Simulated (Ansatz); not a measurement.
A user runs Ansatz (an electronic-structure program) on K2InAuBr6 (Fm-3m, 10 atoms in the cell) and asks whether the run is sound. The aim is a self-consistent single point with DFT, LDA (PW92), plane waves, default PAW files made with PBE.

This input was run:

Ansatz 0.2 input:
```yaml
crystal:
  lattice:
    - [0.000000, 5.378651, 5.378651]
    - [5.378651, 0.000000, 5.378651]
    - [5.378651, 5.378651, 0.000000]
  atoms:
    - { symbol: K, position: [0.250000, 0.250000, 0.250000] }
    - { symbol: K, position: [0.750000, 0.750000, 0.750000] }
    - { symbol: Au, position: [0.500000, 0.500000, 0.500000] }
    - { symbol: In, position: [0.000000, 0.000000, 0.000000] }
    - { symbol: Br, position: [0.749100, 0.250900, 0.250900] }
    - { symbol: Br, position: [0.250900, 0.749100, 0.749100] }
    - { symbol: Br, position: [0.250900, 0.749100, 0.250900] }
    - { symbol: Br, position: [0.749100, 0.250900, 0.749100] }
    - { symbol: Br, position: [0.250900, 0.250900, 0.749100] }
    - { symbol: Br, position: [0.749100, 0.749100, 0.250900] }
basis:
  ecutwfc: 170.0 eV
kpoints:
  mp_grid: { grid: [5, 5, 5] }
hamiltonian:
  xc: lda
  pseudopotentials: { kind: paw }
scf:
  occupations: { method: gaussian, width: 0.1 eV }
output:
  forces: true
  eigenvalues: true
  stress: true
```

Log, with long lists cut:

```
WARN basis.ecutwfc = 170 eV is below the records' recommended cutoff, and the density's cutoff is lower with it unless basis.ecutrho_ratio is high enough to …
   [... lines left out ...]
Symmetry: 48 space group operations
Space group: Fm-3m (ITA 225), of the structure as read, at distance tolerance 6.8e-5 Å
k-points: 10 of 125
PAW frozen core: K, regenerated for the run's functional, and the local potential with it
PAW frozen core: Au, regenerated for the run's functional, and the local potential with it
PAW frozen core: In, regenerated for the run's functional, and the local potential with it
PAW frozen core: Br, regenerated for the run's functional, and the local potential with it
Initial density: superposition of atomic densities (neutral atoms: chi_scale 0, normalization atom), corrected by the library's trained network
Initial wavefunctions: pseudopotential atomic-orbital guess
Eigensolver: davidson
Functional: x = slater, c = lda
SCF iter   1: F=—  HF=-37424.644639 eV  |F-HF|=—  |Δ(HF+E_count)|=         —  Δρ=9.80e-2  dr2=2.00e1  ethr=1.77e-3  ⟨swp⟩=8.9  Hψ=2494  notcnv=0  defer=3
all-band conjugate gradients solve this SCF's bands
preconditioner: auto → LDOS
SCF iter   2: F=—  HF=-37417.950898 eV  |F-HF|=—  |Δ(HF+E_count)|=    6.69e0  Δρ=4.08e-2  dr2=6.26e0  ethr=1.77e-3  ⟨swp⟩=4.0  Hψ=1694  notcnv=0  defer=27
   [... lines left out ...]
SCF iter   7: F=—  HF=-37415.386438 eV  |F-HF|=—  |Δ(HF+E_count)|=   5.60e-5  Δρ=4.56e-5  dr2=1.67e-5  ethr=2.17e-7  ⟨swp⟩=2.0  Hψ=748  notcnv=0  defer=29
SCF iter   8: F=—  HF=-37415.386446 eV  |F-HF|=—  |Δ(HF+E_count)|=   8.12e-6  Δρ=1.80e-5  dr2=2.22e-6  ethr=1.81e-8  ⟨swp⟩=2.1  Hψ=688  notcnv=0  defer=29
SCF iter   9: F=-37415.386445 eV  HF=-37415.386445 eV  |F-HF|=7.49e-9  |Δ(HF+E_count)|=   5.74e-7  Δρ=1.87e-6  dr2=1.43e-8  ethr=1.09e-10  ⟨swp⟩=12.6  Hψ=2733  notcnv=0
SCF 1 converged in 9 iterations: F = -37415.386445 eV  dr2 = 1.43e-8
Free energy (F): -37415.386445 eV
Internal energy: -37415.380925 eV  (E = F + TS)
E sigma→0 (E₀):  -37415.383685 eV
Entropy (-TS):   -0.005520 eV (-0.552 meV/atom)
Fermi energy:    3.953042 eV
--- Forces (eV/Å), atoms counted from 1 ---
  atom   1  K     -0.00000000    -0.00000000     0.00000000
  atom   2  K      0.00000000     0.00000000    -0.00000000
  atom   3  Au     0.00000000     0.00000000     0.00000000
  atom   4  In    -0.00000000    -0.00000000    -0.00000000
  atom   5  Br    -0.22510077    -0.00000000     0.00000000
  atom   6  Br     0.22510077     0.00000000    -0.00000000
  atom   7  Br     0.00000000    -0.22510077    -0.00000000
   [... lines left out ...]
  atom  10  Br    -0.00000000    -0.00000000     0.22510077
--- Stress (GPa, compression-positive) ---
       -2.556259       0.000000       0.000000
        0.000000      -2.556259      -0.000000
        0.000000       0.000000      -2.556259
  P = ⅓ Tr σ = -2.5563 GPa (-25.563 kbar)
  The stress holds the Pulay correction. Without it, at fixed plane waves, as pw.x and ABINIT print it: P = -142.6813 GPa
```

### Question
Is anything amiss in this input, and did it matter?

### Answer
The run is not sound. The fault is a basis or grid far too coarse for these potentials. Far below the cutoff that the potentials were made for, the basis cannot represent the orbitals near the nuclei, and energies, forces and above all the stress go wrong. To fix it, restore the cutoff that the potentials need and check convergence. The run converged in 9 iterations without an error; against the sound input the free energy goes up by 7.18 eV/atom, the pressure goes from -0.86 to -2.56 GPa and the largest force goes from 0.037 to 0.225 eV/Å. At a fixed set of plane waves, without the program's Pulay estimate, the pressure is -142.68 GPa against -0.88 GPa.

The sound input it was made from differs as follows (other fixes are possible):
```diff
-  ecutwfc: 170.0 eV
+  ecutwfc: 420.0 eV
```

With that input, the run converged in 8 iterations: free energy E − TS (on the zero of these files) -37487.2166 eV; Fermi level (on the code's own zero) 4.28 eV; pressure -0.86 GPa; largest force (vector length) 0.037 eV/Å (DFT, LDA (PW92), plane waves, default PAW files made with PBE).

On the sound input: the starting cell was generated: these elements placed on a structure prototype, without a prior relaxation; it need not be a known phase or ordering of this composition. Its lattice was rescaled by a random factor within 2.5 % of one. Spin-orbit coupling is off. Ansatz's pressure includes its estimate of the finite-basis (Pulay) stress. The run gives no clean gap (levels at the Fermi energy touch, overlap or are partly filled at this smearing), which alone does not show that the compound is a metal.
